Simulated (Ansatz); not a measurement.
We consider fluorite HfO2 (high-temperature phase), described by r²SCANh in Ansatz (plane waves, PAW).

Excerpt of the program's output:

```
WARN output.stress: scf.exx.energy_threshold = 1e-6 eV is looser than the 3e-8 eV advised for a stress under a hybrid functional (1e-8 eV for each atom of the …
Crystal: 3 atoms, lattice volume = 30.581 Å³
Basis set: ecut = 520 eV, 869 PW (Γ), exchange–correlation on 81×81×81 points (27 copies of the dense FFT grid, shifted against one another)
Bands: 23, of which v1, the nominal top of the filled ones, is band 19 counted from 1 (18 counted from 0)
Symmetry: 48 space group operations
Space group: Fm-3m (ITA 225), of the structure as read, at distance tolerance 3.1e-5 Å
k-points: 29 of 512
Functional: x = r2scan, c = r2scan; τ floored in thin density (d = 2e-4 eV/Å³), warm-up for x = 0.9 r2scan + 0.1 exact, c = r2scan; τ floored in thin density (d = 2e-4 eV/Å³)
SCF iter   1: F=—  HF=-16876.029601 eV  |F-HF|=—  |Δ(HF+E_count)|=         —  Δρ=1.19e-2  dr2=3.66e-2  dr2_τ=2.43e-1
SCF iter   2: F=—  HF=-16876.103023 eV  |F-HF|=—  |Δ(HF+E_count)|=   7.34e-2  Δρ=5.50e-3  dr2=2.78e-3  dr2_τ=1.89e-3
  ...
Crystal: 3 atoms, lattice volume = 30.581 Å³
Initial density: handed on by an earlier stage of this run
Functional: x = 0.9 r2scan + 0.1 exact, c = r2scan; τ floored in thin density (d = 2e-4 eV/Å³)
Crystal: 3 atoms, lattice volume = 30.581 Å³
SCF iter   3: F=—  HF=-16874.074723 eV  |F-HF|=—  |Δ(HF+E_count)|=   2.82e-8  Δρ=2.78e-6  dr2=9.83e-10  dr2_τ=2.58e-10
SCF iter   4: F=-16874.074723 eV  HF=-16874.074723 eV  |F-HF|=2.91e-11  |Δ(HF+E_count)|=  2.15e-10  Δρ=5.80e-7  dr2=3.79e-11  dr2_τ=1.64e-11
SCF 3 converged in 4 iterations: F = -16874.074723 eV  dr2 = 3.79e-11
Free energy (F): -16874.074723 eV
Internal energy: -16874.074723 eV  (E = F + TS)
E sigma→0 (E₀):  -16874.074723 eV
Fermi energy:    19.167244 eV
--- Forces (eV/Å), atoms counted from 1 ---
  atom   1  Hf     0.00000000    -0.00000000    -0.00000000
  atom   2  O      0.00000000     0.00000000    -0.00000000
  atom   3  O     -0.00000000     0.00000000     0.00000000
--- Stress (GPa, compression-positive) ---
       15.829982       0.000000       0.000000
        0.000000      15.829982      -0.000000
        0.000000       0.000000      15.829982
  P = ⅓ Tr σ = 15.8300 GPa (158.300 kbar)
```

**Question.** Write an input file that could have produced this run (the log leaves some choices open).

**Answer.** Several could match; the one computed here: 
Ansatz 0.2 input:
```yaml
crystal:
  lattice:
    - [0.0, 2.4820292487, 2.4820292487]
    - [2.4820292487, 0.0, 2.4820292487]
    - [2.4820292487, 2.4820292487, 0.0]
  atoms:
    - { symbol: Hf, position: [0.0, 0.0, 0.0] }
    - { symbol: O, position: [0.25, 0.25, 0.25] }
    - { symbol: O, position: [0.75, 0.75, 0.75] }
basis:
  ecutwfc: 520
  ecutrho_ratio: 4
  xc_grid: 3
kpoints:
  mp_grid: { grid: [8, 8, 8] }
hamiltonian:
  xc: r2scanh
  dispersion: none
  pseudopotentials: { kind: paw }
scf:
  occupations: { method: fermi_dirac, width: 0.01 }
  convergence: { dr2_threshold: 0.0000000003 }
output:
  forces: true
  stress: true
  eigenvalues: true
```

The cell is one volume of an energy–volume scan, off the minimum.

The PAW data were made under PBE.

Note: symmetry holds this phase in the static calculation, where it need not be a minimum. Note: held by symmetry at 0 K, a high-temperature phase can be a saddle point.

Ansatz is a program for electronic structure.
